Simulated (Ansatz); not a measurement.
**Several settings converged on TaBe2 (R3m, 6 atoms in the cell)**

```
CELL_PARAMETERS angstrom
      0.00000     3.24610     3.24610
      3.24610     0.00000     3.24610
      3.24610     3.24610     0.00000
ATOMIC_POSITIONS crystal
  Ta 0.75445 0.75445 0.75445
  Ta 0.50000 0.50000 0.50000
  Be 0.12500 0.62500 0.12500
  Be 0.12500 0.12500 0.12500
  Be 0.62500 0.12500 0.12500
  Be 0.12500 0.12500 0.62500
```

Base method: PBEsol, default PAW files made with PBE (plane waves; Ansatz, an electronic-structure program).

Base settings: basis.ecutwfc = 420 eV; kpoints.mp_grid.grid = 8 8 8; hamiltonian.xc = pbesol; hamiltonian.pseudopotentials = {kind: paw} (the program's default PAW files); scf.occupations.method = fermi_dirac; scf.occupations.width = 0.1 eV.

The count of work is k-points × plane waves × bands × iterations; it is no time. Core times come from one kind of shared machine, to one figure; runs under 30 s give none.

**The cutoff for other potential files**

Level: DFT, PBEsol, plane waves, harder PAW files (source: ansatz) made with PBE.

In this ladder: hamiltonian.pseudopotentials = {kind: paw, source: ansatz}.

The second cell is the first with its lattice scaled by 0.98.

The mesh stays at the base's, so the ladder's end is converged at best in this setting alone.

The first pressure column holds Ansatz's estimate of the finite-basis (Pulay) stress, which hides part of the cutoff error; the other is without it.

Only quantities that move along the ladder and can be compared are tabulated.

| basis.ecutwfc | free energy less the last step's (meV/atom) | energy of the compressed cell less the first (meV/atom) | pressure (GPa) | pressure without the Pulay estimate (GPa) | largest difference of a force vector from the last step's (eV/Å) | count of work / last | core time / last (rough) |
|---|---|---|---|---|---|---|---|
| 430 eV | 401.92 | 16.38 | -1.51 | -28.52 | 0.014 | 0.11 | – |
| 530 eV | 72.00 | 16.51 | -1.46 | -7.83 | 0.002 | 0.15 | 0.2 |
| 670 eV | 5.31 | 16.13 | -1.53 | -2.14 | 0.000 | 0.21 | 0.2 |
| 815 eV | 0.99 | 16.08 | -1.53 | -1.56 | 0.000 | 0.28 | 0.3 |
| 960 eV | 0.64 | 16.09 | -1.53 | -1.55 | 0.000 | 0.39 | 0.4 |
| 1150 eV | 0.27 | 16.08 | -1.53 | -1.54 | 0.000 | 0.46 | 0.5 |
| 1440 eV | 0.12 | 16.08 | -1.53 | -1.54 | 0.000 | 0.64 | 0.6 |
| 1920 eV | 0.00 | 16.08 | -1.53 | -1.54 | 0.000 | 1.0 | 1 |

Coarsest basis.ecutwfc that holds the pressure without the Pulay estimate within 0.5 GPa of the last step, with all finer ones: 815 eV, at 0.28 of the last step's count of work and about 0.3 of the last step's time; the step before is off by 0.61 GPa.

Coarsest basis.ecutwfc that holds the forces within 0.01 eV/Å of the last step, with all finer ones: 530 eV, at 0.15 of the last step's count of work and about 0.2 of the last step's time; the step before is off by 0.014 eV/Å.

Coarsest basis.ecutwfc that holds the free energy within 2 meV/atom of the last step, with all finer ones: 815 eV, at 0.28 of the last step's count of work and about 0.3 of the last step's time; the step before is off by 5.3 meV/atom.

The energy difference between the two cells stays within 1 meV/atom of the last step's from 430 eV on, the total only from 815 eV on: much of the error is common to both cells and cancels.

At the lowest cutoff the pressure without the Pulay estimate lies 27.0 GPa under the last step's, the usual sign of Pulay stress in an incomplete plane-wave basis.

**The relaxed cell against the cutoff**

On TaBe2 (Fd-3m, 6 atoms in the cell): atoms on their sites.

In this ladder: relax = cell and atoms.

The mesh stays at the base's, so the ladder's end is converged at best in this setting alone.

Only quantities that move along the ladder and can be compared are tabulated.

| basis.ecutwfc | relaxed volume (Å³/atom) | relaxation steps |
|---|---|---|
| 210 eV | 11.386 | 6 |
| 250 eV | 11.352 | 6 |
| 295 eV | 11.303 | 6 |
| 355 eV | 11.302 | 4 |
| 420 eV | 11.302 | 4 |
| 505 eV | 11.302 | 4 |
| 630 eV | 11.302 | 4 |
| 840 eV | 11.302 | 4 |

Coarsest basis.ecutwfc that holds the relaxed volume within 0.023 Å³/atom of the last step, with all finer ones: 295 eV; the step before is off by 0.050 Å³/atom.

At the lowest cutoff the cell relaxes to a volume 0.7 % larger than at the highest. Ansatz relaxes on a stress corrected for the finite basis.

On the base run: the starting cell comes from a database of computed structures (which also holds hypothetical and non-ambient phases and stackings), without a prior relaxation at this level. Its lattice was rescaled by up to half a per cent. One atom was moved a little off its site on purpose. Spin polarisation is off.

Keys are those of Ansatz 0.2.
